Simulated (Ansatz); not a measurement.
Take ZrO$_{2}$ in the fluorite structure (space group Fm-3m, No. 225; a = 5.116 Å) as the base.

(Cell as relaxed with PBE.)

Levels (all Ansatz, a quantum-chemistry and plane-wave program, PAW): PBE (420 eV, scalar-relativistic without spin-orbit coupling); r2SCAN (500 eV, no spin-orbit coupling).

Each level relaxes its own structure.

| base | PBE | r2SCAN |
|---|---|---|
| volume per atom | 11.16 Å³ | 10.98 Å³ |
| lattice parameter a | 511.6 pm | 508.9 pm |
| band gap | 3.32 eV | 3.89 eV |

Perturbation: hydrostatic tension (pressure −2 GPa).

| quantity | PBE | r2SCAN |
|---|---|---|
| valley order (the lowest conduction-band minima on the path, energy above the VBM, named in the base's zone) | Γ 3.29 eV; X along ⟨100⟩ 3.72 eV; a point along ⟨110⟩, about 0.8 Å⁻¹ from Γ 3.72 eV; L along ⟨111⟩ 3.90 eV | Γ 3.86 eV; X along ⟨100⟩ 4.26 eV; a point along ⟨110⟩, about 0.8 Å⁻¹ from Γ 4.26 eV; L along ⟨111⟩ 4.46 eV |
| lattice parameter a | 513.1 pm | 510.3 pm |
| smallest direct gap | 3.72 eV | 4.26 eV |

Both order the valleys alike; PBE's lattice parameter a lies 2.8 pm above r2SCAN's (0.5 %); PBE's smallest direct gap lies 0.54 eV below r2SCAN's. Neither level is exact; r2SCAN is the comparison here, not a measurement.

Load acts through the strain it causes; cell and atoms are relaxed under it. No phonon test of stability was made. This is not the structure that ZrO2 has at room temperature and ambient pressure.
